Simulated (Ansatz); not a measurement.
```
Rh
1.0
    0.00000     1.92225     1.92225
    1.92225     0.00000     1.92225
    1.92225     1.92225     0.00000
Rh
1
Direct
  0.00000   0.00000   0.00000
```

No spin polarisation.

All numbers come from Ansatz (a quantum-chemistry and plane-wave program), r2SCAN, PAW, cutoff 500 eV, no SOC. Settings: 30×30×30 k-points, 0.1 eV Fermi–Dirac smearing.

Task: What band gap does the calculation give?

Result: Zero.

Task: What is the computed space group?

Result: Fm-3m (No. 225).

Task: Predict the pressure.

Result: -8.6 GPa.

The cells carry an imposed strain or load. Whether these cells are dynamically stable was not tested. All final runs are without spin polarisation. The cell was made from Rh in the fcc (Cu type) structure (space group Fm-3m, No. 225) by this change: isotropic strain +1.13 %. Rh lies near a magnetic instability that expansion can trigger; it was not tested.
